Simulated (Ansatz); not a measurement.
## Bulk modulus B0 of CuI (model structure, Pm-3m, No. 221, 2 atoms in the cell) at several levels of theory

No measured value is used here.

| level (code) | value (GPa) | cell (Å³/atom) |
|---|---|---|
| LDA (Ansatz) | 52.6 | 21.24 |
| PBEsol (Ansatz) | 45.2 | 22.21 |
| r²SCAN (Ansatz) | … | 24.60 |

Q: Some entries are withheld; supply them.

A: 
- r²SCAN (Ansatz, an electronic-structure program), value (GPa): 38.2

LDA, PBEsol, r²SCAN: the bulk modulus is −V dP/dV from two relaxed cells at ±2 % in volume. Each level is taken at its own relaxed cell. Cutoffs differ between the levels. Ansatz's density-functional and Hartree–Fock values are scalar-relativistic unless marked +SOC, with PAW data made under PBE.

A model structure was made by putting elements into a prototype or built by hand; it is no filed structure, need not be a known phase, and can be a saddle point held by its symmetry.
